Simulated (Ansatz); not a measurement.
Here is the system:

```
BAs
1.0
    0.00000     0.00000    -3.36476
   -1.72928     2.44557    -1.68238
    1.72928     2.44557    -1.68238
As B
1 1
Direct
  0.75088   0.74912   0.74912
  0.99912   0.00088   0.00088
```

No spin polarisation.

Level of theory: r2SCAN/PAW in Ansatz (a program for electronic structure), scalar-relativistic without spin-orbit coupling, earlier PAW set. Γ-centred 12×12×12 mesh, Fermi–Dirac width 0.05 eV.

**Question.** Estimate the valence-band top at Γ (three highest levels, from the VBM).

**Answer.** 0.00, -0.18, -0.24 eV.

**Question.** Estimate the band gap.

**Answer.** 1.22 eV.

**Question.** Estimate the smallest direct gap.

**Answer.** 3.00 eV.

A biaxial case was relaxed in a doubled cell and then solved in the primitive one. The cells carry an imposed strain or load. No phonon test of stability was made. The cell was made from BAs in the zinc blende structure (space group F-43m, No. 216) by this change: biaxial strain +2.27 %, plane normal [110], relaxed out of plane.
